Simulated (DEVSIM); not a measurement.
Device: TaN/Al2O3/p-Ge capacitor, at 300 K.

Layer 1 from the left is Al2O3, thickness (nm) 2.50. Layer 2 from the left is Ge, thickness (nm) 2000, Na (cm⁻³) 8.6e16.

Metal gate on the left, work function 4.4 eV. Fixed charge at the semiconductor interface 0 cm⁻² (in units of +e); no interface traps.

This is a model device: material constants are rounded textbook-type values typed into the input, and sizes, dopings and lifetimes were drawn at random. Values at 300 K.

Al2O3: gap (eV) 6.8, affinity (eV) 1.35, permittivity 9. Ge: gap (eV) 0.664, affinity (eV) 4, permittivity 16, Nc (cm⁻³) 1.04e19, Nv (cm⁻³) 6e18.

Estimate by hand the flat-band voltage, the threshold voltage, and compare with a numerical solution.


- Flat-band voltage: C = 3.19 μF/cm², work-function difference -0.154 V; VFB = φms − qNf/C = -0.15 V; numerical -0.15 V.
- Threshold voltage: φF = 0.215 V, depletion charge √(4εqNφF) = 1.30e-7 C/cm²; VT = VFB + 2φF + Qd/C = 0.32 V; numerical 0.32 V.

Simulated with DEVSIM: 1D Poisson equation in equilibrium, Boltzmann statistics, complete ionisation; no quantum confinement or tunnelling. Metal contacts follow the ideal Schottky-Mott rule: no Fermi-level pinning, no interface dipoles.
